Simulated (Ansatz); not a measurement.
Take TiTe2 in the CdI2 type structure (space group P-3m1, No. 164; layered, stacked along the Cartesian z axis) as the base.

```
TiTe2
1.0
    3.78396     0.00000     0.00000
   -1.89198     3.27701     0.00000
    0.00000     0.00000     6.60161
Ti Te
1 2
Direct
  0.00000   0.00000   0.00000
  0.33333   0.66667   0.25685
  0.66667   0.33333   0.74315
```

All numbers come from r2SCAN+rVV10 (Ansatz, a first-principles code; PAW; 500 eV plane waves; no spin-orbit coupling).

Before the change:

| Quantity | Value |
|---|---|
| c/a ratio | 1.745 |
| Volume per atom | 27.29 Å³ |

Modification: a hydrostatic pressure of 0.3 GPa.

Task: How does this affect the c/a ratio and volume per atom?

Result: The c/a ratio drops by 0.0063, from 1.745 to 1.738; the volume per atom drops by 0.264 Å³, from 27.29 Å³ to 27.02 Å³.

Load acts through the strain it causes; cell and atoms are relaxed under it. No phonon test of stability was made. The final runs are not spin-polarised.
